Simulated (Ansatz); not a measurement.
Start from Ta in the bcc (W type) structure (space group Im-3m, No. 229).

```
CELL_PARAMETERS angstrom
     -1.64097     1.64097     1.64097
      1.64097    -1.64097     1.64097
      1.64097     1.64097    -1.64097
ATOMIC_POSITIONS crystal
  Ta 0.00000 0.00000 0.00000
```

Level of theory: PBEsol (Ansatz, a quantum-chemistry and plane-wave program; PAW; 420 eV plane waves; spin-orbit coupling left out).

Before the change:

```
Quantity               Value
-------------------  -------
Lattice parameter a  3.282 Å
```

One thing is altered: In takes the place of Ta on all its sites, then cell and atoms are relaxed.

Tabulated Pauling electronegativity and covalent radius: Ta 1.50, 1.70 Å; In 1.78, 1.42 Å.

Task: Predict the new lattice parameter a.

Result: The lattice parameter a rises by 0.4415 Å to 3.723 Å.

Stability against distortions was not tested. For In in this form, whether it has been made was not checked. The final runs are not spin-polarised. This is not the structure that In has at room temperature and ambient pressure.
